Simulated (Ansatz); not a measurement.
The starting structures come from a database of crystals and need not be the phases stable at ambient conditions.

Given:

```
CELL_PARAMETERS angstrom
      5.65598     0.00000     0.00000
     -2.82799     4.89822     0.00000
      0.00000     0.00000    18.71431
ATOMIC_POSITIONS crystal
  K  0.00000 0.00000 0.85436
  K  0.00000 0.00000 0.14564
  K  0.00000 0.00000 0.35436
  K  0.00000 0.00000 0.64564
  K  0.33333 0.66667 0.75000
  K  0.66667 0.33333 0.25000
  K  0.33333 0.66667 0.54887
  K  0.66667 0.33333 0.45113
  K  0.66667 0.33333 0.04887
  K  0.33333 0.66667 0.95113
  P  0.33333 0.66667 0.12251
  P  0.66667 0.33333 0.87749
  P  0.66667 0.33333 0.62251
  P  0.33333 0.66667 0.37749
  Au 0.66667 0.33333 0.75000
  Au 0.33333 0.66667 0.25000
```

The cell is taken as given.

Transport runs along the normal of the first two printed cell vectors, the (001) plane of the conventional cell.

The gap is the functional's own, uncorrected, and κ follows it; spin-orbit coupling is left out. Mid-gap means the computed energy nearest the middle.

Problem. Give the band gap and the smallest decay constant κ at mid-gap that r2SCAN (Ansatz, a program for electronic structure) yields.

Solution. Gap 0.85 eV on a 6×6×2 mesh; κ = 0.138 1/Å, at the zone centre.
